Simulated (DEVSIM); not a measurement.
Device: Ru/HfO2/p-GaAs capacitor, at 350 K.

| layer (left to right) | material | thickness (nm) | Na (cm⁻³) |
|---|---|---|---|
| 1 | HfO2 | 6.80 | - |
| 2 | GaAs | 2600 | 6.1e16 |

Metal gate on the left, work function 4.7 eV. Fixed charge at the semiconductor interface 0 cm⁻² (in units of +e); no interface traps.

This is a model device: material constants are rounded textbook-type values typed into the input, and sizes, dopings and lifetimes were drawn at random. Values at 300 K; Nc and Nv go as T^1.5, mobilities as T to minus their exponent, the gap by Varshni's rule with the affinity fixed.

| parameter | HfO2 | GaAs |
|---|---|---|
| gap (eV) | 5.7 | 1.424 |
| affinity (eV) | 2.5 | 4.07 |
| permittivity | 22 | 12.9 |
| Nc (cm⁻³) | - | 4.7e17 |
| Nv (cm⁻³) | - | 9e18 |
| Varshni α (eV/K) | - | 0.000541 |
| Varshni β (K) | - | 204 |

Simulated with DEVSIM: 1D Poisson equation in equilibrium, Boltzmann statistics, complete ionisation; no quantum confinement or tunnelling. Metal contacts follow the ideal Schottky-Mott rule: no Fermi-level pinning, no interface dipoles.

Tabulate band edges, carrier densities and field at 0.1 V on the gate.

Energies count from the Fermi level of the right contact; mesh points crowd at the junctions.

```
x (μm)    Ec (eV)  Ev (eV)  n (cm⁻³)  p (cm⁻³)  field (V/cm)
--------  -------  -------  --------  --------  ------------
0.000       2.100   -3.600     < 1e2     < 1e2         61000
0.001120    2.107   -3.593     < 1e2     < 1e2         61000
0.003047    2.119   -3.581     < 1e2     < 1e2         61000
0.005102    2.131   -3.569     < 1e2     < 1e2         61000
0.006792    2.142   -3.558     < 1e2     < 1e2         80000
0.008004    0.584   -0.817     2.3e9     2.0e7        100000
0.01079     0.613   -0.788     8.8e8     5.1e7        100000
0.01940     0.697   -0.704     5.4e7     8.3e8         94000
0.03563     0.838   -0.563    500000    9.0e10         80000
0.06883     1.057   -0.344       360    1.3e14         52000
0.1388      1.232   -0.169     < 1e2    4.2e16          5700
0.3734      1.243   -0.158     < 1e2    6.1e16           ≈ 0
0.8071      1.243   -0.158     < 1e2    6.1e16           ≈ 0
1.581       1.243   -0.158     < 1e2    6.1e16           ≈ 0
2.236       1.243   -0.158     < 1e2    6.1e16           ≈ 0
2.432       1.243   -0.158     < 1e2    6.1e16           ≈ 0
2.524       1.243   -0.158     < 1e2    6.1e16           ≈ 0
2.570       1.243   -0.158     < 1e2    6.1e16           ≈ 0
2.594       1.243   -0.158     < 1e2    6.1e16           ≈ 0
2.601       1.243   -0.158     < 1e2    6.1e16           ≈ 0
2.605       1.243   -0.158     < 1e2    6.1e16           ≈ 0
2.607       1.243   -0.158     < 1e2    6.1e16           ≈ 0
```
